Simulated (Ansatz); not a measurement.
A working Ansatz (a first-principles code) input for ZrTiS4 (P-3m1, 6 atoms in the cell) (DFT, PBEsol, plane waves, default PAW files made with PBE):

Ansatz 0.2 input:
```yaml
crystal:
  lattice:
    - [3.57054000, 0.00000000, 0.00000000]
    - [-1.78527000, 3.09217800, 0.00000000]
    - [0.00000000, 0.00000000, 12.29576000]
  atoms:
    - { symbol: Zr, position_ang: [0.00000000, 0.00000000, 6.14788000] }
    - { symbol: Ti, position_ang: [0.00000000, 0.00000000, 0.00000000] }
    - { symbol: S, position_ang: [1.78527179, 1.03072497, 10.94027542] }
    - { symbol: S, position_ang: [-0.00000179, 2.06145303, 1.35548458] }
    - { symbol: S, position_ang: [1.78527179, 1.03072497, 4.63107505] }
    - { symbol: S, position_ang: [-0.00000179, 2.06145303, 7.66468495] }
kpoints:
  mp_grid: { grid: [11, 11, 3] }
hamiltonian:
  xc: pbesol
  pseudopotentials: { kind: paw }
scf:
  occupations: { method: fermi_dirac, width: 0.01 }
output:
  forces: true
  eigenvalues: true
  stress: true
```

The run converged in 9 iterations: free energy E − TS (on the zero of these files) -10150.6155 eV; top of the valence band (on the code's own zero) 6.25 eV; gap on the k-point mesh 0.42 eV; pressure -3.66 GPa; largest force (vector length) 0.406 eV/Å. Each of these slips is then made, one at a time:

(1)
```diff
-  mp_grid: { grid: [11, 11, 3] }
+  mp_grid: { grid: [11, 11, 3], shift: [1, 1, 1] }
```

(2)
```diff
+    - { symbol: S, position_ang: [-0.00000179, 2.06145303, 1.35548458] }
```

(3)
```diff
-  occupations: { method: fermi_dirac, width: 0.01 }
+  occupations: { method: gaussian, width: 0.68 }
```

How does each altered input end?


(1) A mesh shift typed as a flag of 1. The program stopped before any SCF iteration.
```
Error: invalid value for `kpoints.mp_grid.shift`: each number counts steps of the mesh from Γ, half a step is 0.5 and a whole step moves no point: type 0.5 for a flag of 1, and leave whole steps out of any other number: each must be finite and in (-1, 1); got [1, 1, 1]
```

(2) One atom entered twice. The program stopped before any SCF iteration.
```
Error: atoms 3 (S) and 6 (S) coincide: fractional positions [0.33333299855787735, 0.6666669997652139, 0.11023999980481075] and [0.33333299855787735, 0.6666669997652139, 0.11023999980481075] are 0.00e0 Å apart, within the symmetry tolerance 1e-5 (fractional) on every axis — remove the duplicate or separate the sites (indices count the expanded atom  [...]
```

(3) A smearing width that is far too large. The run converged in 7 iterations without an error; against the sound input the free energy goes down by 16.3 meV/atom, the pressure hardly changes (-3.66 to -3.58 GPa) and the largest force goes from 0.406 to 0.346 eV/Å.

The starting cell comes from a database of computed structures (which also holds hypothetical and non-ambient phases and stackings), without a prior relaxation at this level. In the base run, with a pressure of about -4 GPa the cell is away from its equilibrium volume at this level. Ansatz's pressure includes its estimate of the finite-basis (Pulay) stress.

Left out of this page: 1 run of the series stopped by limits of time or memory; 3 runs of the series outside the window shown, repeating another row's setting, or not comparable.
